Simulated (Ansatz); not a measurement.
## SrHfO3: pressure series

Consider SrHfO₃ (space group Imma, No. 74; a cell from a computed database, its experimental status unchecked).

```
SrHfO3
1.0
   -2.88396     4.04934     2.89273
    2.88396    -4.04934     2.89273
    2.88396     4.04934    -2.89273
Sr Hf O
2 2 6
Direct
  0.23968   0.48968   0.75000
  0.76032   0.51032   0.25000
  0.00000   0.00000   0.00000
  0.50000   0.00000   0.50000
  0.79427   0.50000   0.79427
  0.20573   0.50000   0.20573
  0.20573   0.00000   0.70573
  0.79427   0.00000   0.29427
  0.66918   0.91918   0.75000
  0.33082   0.08082   0.25000
```

Cell and atoms are relaxed at each pressure.

All numbers come from PBEsol (Ansatz, a first-principles code; PAW; 420 eV plane waves; scalar-relativistic without spin-orbit coupling).

Computed cases, in order: pressure −2 GPa; pressure −1 GPa; 0 GPa (base); pressure 0.3 GPa; pressure 0.7 GPa; pressure 1.5 GPa; pressure 3 GPa; pressure 5 GPa; pressure 7.5 GPa; pressure 10 GPa.

**Question.** Between which two neighbouring cases does the gap turn between direct and indirect?

**Answer.** Between pressure −2 GPa (3.98 eV, indirect, X → Γ) and pressure −1 GPa (4.00 eV, direct at Γ). The whole series: pressure −2 GPa: 3.98 eV, indirect, X → Γ; pressure −1 GPa: 4.00 eV, direct at Γ; 0 GPa (base): 4.00 eV, direct at Γ; pressure 0.3 GPa: 4.00 eV, direct at Γ; pressure 0.7 GPa: 4.00 eV, direct at Γ; pressure 1.5 GPa: 4.01 eV, direct at Γ; pressure 3 GPa: 4.01 eV, direct at Γ; pressure 5 GPa: 4.02 eV, direct at Γ; pressure 7.5 GPa: 4.02 eV, direct at Γ; pressure 10 GPa: 4.03 eV, direct at Γ.

Spin-orbit coupling, missing from the scalar runs, can matter with Hf. Load acts through the strain it causes; cell and atoms are relaxed under it. Stability against distortions was not tested. Competing high-pressure phases were not computed.
